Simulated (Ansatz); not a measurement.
MgO (R-3m): band-edge transport data

Data:

```yaml
crystal:
  lattice:
    - [0.00485, 2.11138, 2.11138]
    - [2.11138, 0.00485, 2.11138]
    - [2.11138, 2.11138, 0.00485]
  atoms:
    - { symbol: Mg, position: [0.00000, 0.00000, 0.00000] }
    - { symbol: O, position: [0.50000, 0.50000, 0.50000] }
```

The numbers are results of PBEsol, rigid bands (plane waves, PAW, scalar-relativistic; Ansatz, a quantum-chemistry and plane-wave program), not measurements. Condition of this run: uniaxial stress along [111] of -1 GPa (compression positive) (the target of the relaxation). Cell: cell and atoms relaxed with PBEsol, then loaded as said.

| Item | Result |
|---|---|
| band gap | 4.59 eV |
| electron conductivity mass (300 K, dilute) | 0.35 mₑ |
| hole conductivity mass (300 K, dilute) | 2.3 mₑ |
| effective density of states N_c (300 K) | 5.2e18 cm⁻³ |
| effective density of states N_v (300 K) | 2.3e20 cm⁻³ |
| density-of-states mass, electrons | 0.35 mₑ |
| density-of-states mass, holes | 4.4 mₑ |
| Seebeck coefficient, n-type 1e19 cm⁻³, 300 K | -171 μV/K |
| best n-type power factor at 300 K for τ = 10 fs (best axis; densities from 1e16 to 1e21 cm⁻³ tried, whether or not they can be reached) | 2.3 μW/(cm·K²) at 3e19 cm⁻³ |
| Seebeck coefficient, p-type 1e19 cm⁻³, 300 K | 501 μV/K |

Rigid bands; masses and Seebeck coefficients take one relaxation time τ for all states and one kind of carrier; polarons and phonon drag are left out. Spin-orbit coupling is left out.
